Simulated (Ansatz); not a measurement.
Candidates (primitive cells; geometry: relaxed with this functional, without spin-orbit coupling):
A. ZrB$_{2}$ (P6/mmm), a = 3.154 Å, b = 3.154 Å, c = 3.508 Å, α = 90.00°, β = 90.00°, γ = 120.00°
B. ScB2 (P6/mmm), a = b = 3.1266 Å, c = 3.4822 Å, α = β = 90.00°, γ = 120.00°
C. NbAu2 (P6/mmm), a = b = 4.622 Å, c = 2.728 Å, α = β = 90.00°, γ = 120.00°
D. YB2 (P6/mmm), a = 3.274 Å, b = 3.274 Å, c = 3.823 Å, α = 90.00°, β = 90.00°, γ = 120.00°

Task: Put the candidates in order of resistivity at 300 K, lowest first, for PBEsol, DFPT electron-phonon coupling, linearised Boltzmann equation (Ansatz, a first-principles code).

Result: A (4.8 μΩ·cm), B (7.7 μΩ·cm), D (12.9 μΩ·cm), C (19.9 μΩ·cm)

Metals; harmonic phonons alone scatter; means over directions. Halving the electron mesh moves these values by up to 5 %; q meshes are mostly untested. Some of the runs warned that the eigensolver left states short of its tolerance. Spin-orbit coupling is left out.

Formula and space group known from diffraction (Crystallography Open Database), not checked to be the room-temperature form: NbAu2 (P6/mmm), ScB2 (P6/mmm). The missing spin-orbit coupling matters most for NbAu2 (P6/mmm).
